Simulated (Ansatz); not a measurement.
## TiC under a change: biaxial strain +0.21 %, plane normal [001], relaxed out of plane

The parent structure is TiC in the rock salt structure (space group Fm-3m, No. 225; a = 4.293 Å; relaxed with 0.1 eV smearing). Axes: x, y, z lie along the cube axes.

The change: biaxial strain +0.21 %, plane normal [001], relaxed out of plane (Cartesian); in-plane vectors clamped, the third vector and the atoms free.

Level of theory: DFT with PBEsol, PAW potentials and a 420 eV plane-wave cutoff in Ansatz (an electronic-structure program), spin-orbit coupling left out, earlier PAW set. k-mesh 23×23×23 (Γ-centred); smearing 0.1 eV (Fermi–Dirac).

```tsv
quantity	base	changed	shift
space group	Fm-3m (No. 225)	I4/mmm (No. 139)	–
shortest interatomic distance	2.147 Å	2.145 Å	-0.002 Å
energy relative to the base (free energy F)	0 meV/atom	+0.2 meV/atom	+0.2 meV/atom
pressure (mean of the normal stresses, compression positive)	0.0 GPa	-0.9 GPa	-0.9 GPa
band gap	zero	zero	–
out-of-plane strain	–	-0.09 %	–
```

Cost of the whole job for the changed cell (relaxation, final SCF and bands): around 60 core-seconds (rough).

No phonon test of stability was made. The final runs are not spin-polarised.
